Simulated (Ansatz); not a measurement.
The cell is built on a prototype and need not be the phase stable at ambient conditions.

By r2SCAN, the system below comes out a metal.

Without scattering a metal conducts by its projected Fermi surface.

```
SnTe2
1.0
    6.60245    -0.04644     0.00000
   -2.55566     6.71000     0.00000
   -1.27783     3.35500     2.07275
Sn Te
1 2
Direct
  0.00000   0.00000   0.00000
  0.29417   0.76472   0.00000
  0.70583   0.23528   0.00000
```

Space group of this cell: R-3m. The cell was relaxed by PBE-D3(BJ); by r2SCAN its mean pressure is 1.4 GPa.

The current flows along the normal of the first two printed cell vectors. No spin-orbit coupling; the value is a mean over 0.1 eV about the Fermi level.

### Question
Estimate the ballistic conductance per area that r2SCAN (Ansatz, a first-principles code) returns for this system.

### Answer
0.40 × 10¹⁵ S/m² for both spins.
